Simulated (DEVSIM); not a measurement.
# Si p-i-n diode

Device: Si p-i-n diode, at 300 K.

```tsv
layer (left to right)	material	thickness (μm)	Nd (cm⁻³)	Na (cm⁻³)	τn (s)	τp (s)
1	Si	0.180	-	7.5e17	1.6e-5	1.6e-5
2	Si	42.0	3.7e13	-	1.6e-5	1.6e-5
3	Si	1.10	1.3e19	-	1.6e-5	1.6e-5
```

Left contact: ohmic. Right contact: ohmic. Voltage is applied to the left contact. Recombination: SRH at mid-gap, Auger. Mobility is μmin + (μ − μmin)/(1 + (N/Nref)^α).

This is a model device: material constants are rounded textbook-type values typed into the input, and sizes, dopings and lifetimes were drawn at random. Values at 300 K.

| parameter | Si |
|---|---|
| gap (eV) | 1.124 |
| affinity (eV) | 4.05 |
| permittivity | 11.7 |
| Nc (cm⁻³) | 2.86e19 |
| Nv (cm⁻³) | 3.1e19 |
| μn (cm²/Vs) | 1417 |
| μp (cm²/Vs) | 470 |
| μn,min | 52 |
| μp,min | 45 |
| Nref,n | 9.7e16 |
| Nref,p | 2.2e17 |
| αn | 0.68 |
| αp | 0.72 |
| Cn (cm⁶/s) | 2.8e-31 |
| Cp (cm⁶/s) | 9.9e-32 |

Simulated with DEVSIM: 1D drift-diffusion, Boltzmann statistics, complete ionisation; no tunnelling, impact ionisation, image-force lowering or self-heating.

```
Quantity                                         Value
---------------------------------------------  -------
Potential step across the device at zero bias  1.007 V
Dark forward voltage at 1 A/cm²                0.654 V
Dark forward voltage at 100 A/cm²              0.809 V
```

Dark forward current:

```
V (V)  J (A/cm²)
-----  ---------
0.05      6.9e-9
0.10      2.9e-8
0.15      1.1e-7
0.20      5.2e-7
0.25      2.7e-6
0.30      1.6e-5
0.35      9.6e-5
0.40     0.00046
0.45      0.0017
0.50      0.0064
0.55       0.029
0.60        0.15
0.65        0.86
0.70         4.5
0.75          21
0.80          80
0.85         270
0.90         780
0.95        2000
1.00        4200
```
